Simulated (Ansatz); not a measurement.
## GaP, element substitutions

Start from GaP in the zinc blende structure (space group F-43m, No. 216; a = 5.4390 Å).

Each row replaces one element on all its sites; cell and atoms are relaxed.

Levels (all Ansatz, an electronic-structure program, PAW, earlier PAW set): PBEsol (420 eV, no spin-orbit coupling); r2SCAN (500 eV, spin-orbit coupling left out); PBEsol+SOC (420 eV, spin-orbit coupling included).

Band gaps by level, all at the geometries relaxed with PBEsol:

| case | PBEsol | r2SCAN | PBEsol+SOC |
|---|---|---|---|
| base | 1.45 eV | 1.84 eV | 1.43 eV |
| Ga → B | 1.11 eV | 1.39 eV | 1.10 eV |
| Ga → Cu | zero | zero | zero |
| P → Fe | zero | zero | – |

Other magnetic orders, which the real material may have, were not ruled out. Single points use the geometry relaxed with PBEsol. The spin-orbit shifts are approximate. Whether these cells are dynamically stable was not tested. As relaxed here, CuP and GaFe are hypothetical phases, not in the database extracts checked. Spin-polarised in the final run: PBEsol GaFe and r2SCAN GaFe; the other scalar runs are not.
